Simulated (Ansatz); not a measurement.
The reference is a 10-atom supercell of LiNbO3 (space group R3c, No. 161) at its relaxed geometry.

```xyz
10
Lattice="5.1899 0.0000 0.0000 -2.5949 4.4946 0.0000 0.0000 -2.9964 4.6721" Properties=species:S:1:pos:R:3 pbc="T T T"
Li     2.5949     1.4982     0.5042
Li     0.0000     0.0000     2.8402
Nb     2.5949     1.4982     4.4453
Nb     0.0000     2.9964     2.1092
O      1.9524    -0.0393     3.5660
O      4.1796    -1.6712     3.5660
O     -0.9422     1.7105     3.5660
O      3.6052    -0.1730     1.2300
O      0.6425     1.4589     1.2300
O     -1.6528     3.2086     1.2300
```

Level of theory: DFT with PBE, PAW potentials and a 420 eV plane-wave cutoff in Ansatz (a first-principles code), no SOC, earlier PAW set.

Base values:

- Pressure: 0.0 GPa
- Mean distance from the defect site to its nearest host atoms: 1.88 Å

One thing is altered: one Nb atom is replaced by Zr, atoms relaxed at fixed cell, starting from a slightly rattled geometry.

### Question
Predict the new largest displacement of a host atom from its site in the perfect cell, pressure and mean distance from the defect site to its nearest host atoms.

### Answer
The largest displacement of a host atom from its site in the perfect cell comes out as 0.13 Å; the pressure goes from zero to 4.6 GPa; the mean distance from the defect site to its nearest host atoms goes up by 0.15 Å, from 1.88 Å to 2.03 Å.

Other magnetic orders, which the real material may have, were not ruled out. The cell is small, so the values are those of an ordered compound at a high defect concentration; dilute-limit values will differ. The mesh was chosen for an insulator and is coarse for the gapless case. No Hubbard U is applied, and correlation can decide whether such a compound is a metal. The defect cell is spin-polarised and ends with 1.0 μB.
